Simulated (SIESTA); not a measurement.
Input and output of a self-consistent single point for SnTe (I4mm, 2 atoms in the cell) (SIESTA)

Computed with GGA PBEsol, numerical atomic orbitals DZP, PseudoDojo PBEsol standard norm-conserving potentials (rewritten from UPF to PSML) (SIESTA 5.4.2).

Input:

```
# files in the folder: Sn.psml Te.psml (PseudoDojo PBEsol standard)
SystemName  SnTe
SystemLabel SnTe

NumberOfAtoms                2
NumberOfSpecies              2
%block ChemicalSpeciesLabel
  1 50 Sn
  2 52 Te
%endblock ChemicalSpeciesLabel
LatticeConstant              1.0 Ang
%block LatticeVectors
     0.000000000    3.144200000    3.144200000
     3.144200000    0.000000000    3.144200000
     3.144200000    3.144200000    0.000000000
%endblock LatticeVectors
AtomicCoordinatesFormat      Ang
%block AtomicCoordinatesAndAtomicSpecies
    -0.000000000   -0.000000000    0.049999068  1
     3.144200000    3.144200000    3.144200000  2
%endblock AtomicCoordinatesAndAtomicSpecies

XC.functional                GGA
XC.authors                   PBEsol
PAO.BasisSize                DZP
PAO.EnergyShift              0.005 Ry
MeshCutoff                   350 Ry
%block kgrid.MonkhorstPack
    6   0   0  0.0
    0   6   0  0.0
    0   0   6  0.0
%endblock kgrid.MonkhorstPack
OccupationFunction           FD
ElectronicTemperature        10.0 meV

MaxSCFIterations             150
SCF.Mixer.Method             Broyden
SCF.Mixer.Weight             0.1
SCF.Mixer.History            6
SCF.DM.Tolerance             1.0E-04
Diag.ParallelOverK           true
WriteForces                  true
Charge.Mulliken              end
```

Output (repeated stretches shortened):

```
reinit: Reading from file input.fdf

reinit: System Name: SnTe
reinit: System Label: SnTe

coor:   Atomic-coordinates input format  =     Cartesian coordinates
coor:                                          (in Angstroms)

siesta: Atomic coordinates (Bohr) and species
siesta:     -0.00000  -0.00000   0.09448  1        1
siesta:      5.94168   5.94168   5.94168  2        2

siesta: System type = bulk

initatomlists: Number of atoms, orbitals, and projectors:      2    36    65

siesta: ******************** Simulation parameters ****************************
redata: Spin configuration                          = none
redata: Time-Reversal Symmetry                      = T
redata: Number of Atomic Species                    =        2
redata: Mesh Cutoff                                 =   350.0000 Ry
redata: Net charge of the system                    =     0.0000 |e|
redata: Min. number of SCF Iter                     =        0
redata: Max. number of SCF Iter                     =      150
redata: SCF convergence failure will abort job
redata: SCF mix quantity                            = Hamiltonian
redata: Mix DM or H after convergence               =   F
redata: Recompute H after scf cycle                 =   F
redata: Mix DM in first SCF step                    =   T
redata: No kicks to SCF
redata: DM Mixing Weight for Kicks                  =     0.5000
redata: Require Harris convergence for SCF          =   F
redata: Harris energy tolerance for SCF             =     0.000100 eV
redata: Require DM convergence for SCF              =   T
redata: DM tolerance for SCF                        =     0.000100
redata: Require EDM convergence for SCF             =   F
redata: EDM tolerance for SCF                       =     0.001000 eV
redata: Require H convergence for SCF               =   T
redata: Hamiltonian tolerance for SCF               =     0.001000 eV
redata: Require (free) Energy convergence for SCF   =   F
redata: (free) Energy tolerance for SCF             =     0.000100 eV
redata: Using DFT-D3 dispersion                     =   F
redata: Using Saved Data (generic)                  =   F
redata: Method of Calculation                       = Diagonalization
redata: Electronic Temperature                      =   116.0452 K
redata: Number of TDED substeps                     =        3
redata: Dynamics option                             = Single-point calculation
redata: Save all siesta data in one NC              =   F
redata: ***********************************************************************

%block SCF.Mixers
  Broyden
%endblock SCF.Mixers

%block SCF.Mixer.Broyden
  # Mixing method
  method broyden

  # Mixing options
  weight 0.1000
  weight.linear 0.1000
  weight.prime 0.1000
  history 6
%endblock SCF.Mixer.Broyden

DM_history_depth set to one: no extrapolation allowed by default for geometry relaxation
Size of DM history Fstack: 1
Total number of electrons:    30.000000
Total ionic charge:    30.000000

* ProcessorY, Blocksize:    1  37

* Orbital distribution balance (max,min):    36    36

k-point displ. along   1 input, could be:     0.00    0.50
k-point displ. along   2 input, could be:     0.00    0.50
k-point displ. along   3 input, could be:     0.00    0.50
 Kpoints in:          144 . Kpoints trimmed:          132

siesta: k-grid: Number of k-points = 132
siesta: k-points from Monkhorst-Pack grid
siesta: k-cutoff (effective) =    13.340 Ang
siesta: k-point supercell and displacements
siesta: k-grid:     6     0     0      0.000
siesta: k-grid:     0     6     0      0.000
siesta: k-grid:     0     0     6      0.000

diag: Algorithm                                     = D&C
diag: Parallel over k                               =   F
diag: Use parallel 2D distribution                  =   F
diag: Parallel block-size                           = 37
diag: Parallel distribution                         =     1 x     1
diag: Used triangular part                          = Lower
diag: Absolute tolerance                            =  0.100E-15
diag: Orthogonalization factor                      =  0.100E-05
diag: Memory factor                                 =  1.0000

superc: Internal auxiliary supercell:     7 x     7 x     7  =     343
superc: Number of atoms, orbitals, and projectors:    686  12348  22295

                        Single-point calculation

superc: Internal auxiliary supercell:     7 x     7 x     7  =     343
superc: Number of atoms, orbitals, and projectors:    686  12348  22295

outcell: Unit cell vectors (Ang):
        0.000000    3.144200    3.144200
        3.144200    0.000000    3.144200
        3.144200    3.144200    0.000000

outcell: Cell vector modules (Ang)   :    4.446570    4.446570    4.446570
outcell: Cell angles (23,13,12) (deg):     60.0000     60.0000     60.0000
outcell: Cell volume (Ang**3)        :     62.1671
new_DM -- step:     1
Initializing Density Matrix...

Attempting to read DM from file... Failed...
DM filled with atomic data:

InitMesh: MESH = 48 x 48 x 48 = 110592
InitMesh: Mesh cutoff (required, used) =   350.000   483.087 Ry

stepf: Fermi-Dirac step function

        iscf     Eharris(eV)        E_KS(eV)     FreeEng(eV)     dDmax    Ef(eV) dHmax(eV)
   scf:    1    -4986.284978    -4986.274245    -4986.274245  0.554234 -3.406569  2.430685
   scf:    2    -4986.324454    -4986.299775    -4986.299776  0.022564 -3.432806  2.058324
   scf:    3    -4986.398943    -4986.360969    -4986.360971  0.125238 -3.577847  0.521895
   scf:    4    -4986.366242    -4986.363813    -4986.363816  0.009132 -3.592041  0.275665
   scf:    5    -4986.365284    -4986.364824    -4986.364827  0.007488 -3.604067  0.014368
   scf:    6    -4986.364842    -4986.364833    -4986.364837  0.000318 -3.603153  0.011953
   scf:    7    -4986.364850    -4986.364842    -4986.364846  0.000627 -3.601310  0.003069
   scf:    8    -4986.364843    -4986.364843    -4986.364846  0.000150 -3.600827  0.001129
   scf:    9    -4986.364843    -4986.364843    -4986.364847  0.000021 -3.600749  0.000920

SCF Convergence by DM+H criterion
max |DM_out - DM_in|         :     0.0000212618
max |H_out - H_in|      (eV) :     0.0009201237
SCF cycle converged after 9 iterations

Using DM_out to compute the final energy and forces

siesta: E_KS(eV) =            -4986.3648

siesta: E_KS - E_eggbox =     -4986.3648

siesta: Atomic forces (eV/Ang):
     1    0.000003    0.000003    0.003406
     2   -0.000003   -0.000003   -0.003038
   Tot   -0.000000   -0.000000    0.000367
   Max    0.003406
   Res    0.001863    sqrt( Sum f_i^2 / 3N )
   Max    0.003406    constrained

Stress tensor Voigt[x,y,z,yz,xz,xy] (kbar):      -10.76      -10.76      -11.54       -0.19       -0.19       -0.19
(Free)E + p*V (eV/cell)    -4985.9372
Target enthalpy (eV/cell)    -4986.3648

siesta: Program's energy decomposition (eV):
siesta: Ebs     =      -757.909954
siesta: Eions   =      4926.946142
siesta: Ena     =       232.736815
siesta: Ekin    =      2812.395300
siesta: Enl     =     -1858.460762
siesta: Eso     =         0.000000
siesta: Edftu   =         0.000000
siesta: DEna    =         8.286666
siesta: DUscf   =         0.219504
siesta: DUext   =         0.000000
siesta: Ex      =     -1176.979242
siesta: Ec      =       -77.616981
siesta: Exc     =     -1254.596224
siesta: Eharris =     -4986.364843
siesta: Etot    =     -4986.364843
siesta: FreeEng =     -4986.364847

siesta: Stress tensor (static) (eV/Ang**3):
siesta:    -0.006717   -0.000122   -0.000122
siesta:    -0.000122   -0.006717   -0.000122
siesta:    -0.000122   -0.000122   -0.007202

siesta: Cell volume =         62.167082 Ang**3

siesta: Pressure (static):
siesta:                Solid            Molecule  Units
siesta:           0.00007492          0.00007550  Ry/Bohr**3
siesta:           0.00687863          0.00693217  eV/Ang**3
siesta:          11.02078383         11.10656535  kBar

mulliken: Atomic and Orbital Populations:

Species: Sn
Atom  Qatom  Qorb
               5s      5s      5py     5pz     5px     5py     5pz     5px
               4dxy    4dyz    4dz2    4dxz    4dx2-y2 5dxy    5dyz    5dz2
               5dxz    5dx2-y2
   1 14.073   1.729   0.070   0.355   0.353   0.355   0.180   0.181   0.180
              2.006   2.006   1.993   2.006   1.993   0.051   0.052   0.256

              0.052   0.257

Species: Te
Atom  Qatom  Qorb
               5s      5s      5py     5pz     5px     5py     5pz     5px
               4dxy    4dyz    4dz2    4dxz    4dx2-y2 5dxy    5dyz    5dz2
               5dxz    5dx2-y2
   2 15.927   1.610   0.142   1.086   1.083   1.086   0.177   0.178   0.177
              2.004   2.004   2.004   2.004   2.004   0.037   0.037   0.128

              0.037   0.128

mulliken: Qtot =       30.000

Mulliken Atomic Populations:
Atom #   charge [q] valence [e]  Species
     1    -0.073204   14.073204  Sn
     2     0.073204   15.926796  Te
 Total    -0.000000
```

The run converged in 9 iterations.

The starting cell has typed, rounded lattice constants, without a prior relaxation at this level. Its lattice was rescaled by up to half a per cent. One atom was moved a little off its site on purpose. Values carry the incompleteness of an atom-centred basis.

Cost on one core of a shared machine: roughly 30 s.
